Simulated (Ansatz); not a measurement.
Results of PBEsol (Ansatz, an electronic-structure program, PAW) for Lu2SiO5 (C2/c, No. 15, 32 atoms in the cell; start mp-16969).

Numerical settings: plane-wave cutoff 520 eV, 6×6×4 k mesh (along the axes of the cell as run), Fermi–Dirac smearing 0.01 eV, scalar-relativistic PAW data made under PBE.

Cell (relaxed with PBEsol):

```
Lu2O5Si
1.0
    7.12693    -3.31081    -0.00549
    7.12693     3.31081    -0.00549
   -5.41990     0.00000     8.61900
Lu Si O
8 4 20
Direct
  0.76401   0.51638   0.33657
  0.23599   0.48362   0.66343
  0.48362   0.23599   0.16343
  0.51638   0.76401   0.83657
  0.77961   0.29314   0.96610
  0.22039   0.70686   0.03390
  0.70686   0.22039   0.53390
  0.29314   0.77961   0.46610
  0.72482   0.90964   0.69303
  0.27518   0.09036   0.30697
  0.09036   0.27518   0.80697
  0.90964   0.72482   0.19303
  0.61501   0.42069   0.39793
  0.38499   0.57931   0.60207
  0.57931   0.38499   0.10207
  0.42069   0.61501   0.89793
  0.86973   0.72578   0.56142
  0.13027   0.27422   0.43858
  0.27422   0.13027   0.93858
  0.72578   0.86973   0.06142
  0.54987   0.85157   0.67614
  0.45013   0.14843   0.32386
  0.14843   0.45013   0.82386
  0.85157   0.54987   0.17614
  0.91851   0.90457   0.36418
  0.08149   0.09543   0.63582
  0.09543   0.08149   0.13582
  0.90457   0.91851   0.86418
  0.17127   0.58989   0.17627
  0.82873   0.41011   0.82373
  0.41011   0.82873   0.32373
  0.58989   0.17127   0.67627
```

**Question.** Estimate the band gap that the calculation returns.

**Answer.** 
band gap: 4.39 eV

Spin–orbit coupling is not included.

Static lattice: no zero-point or thermal effects.

A start named mp-… is a Materials Project structure, which need not be a measured phase.
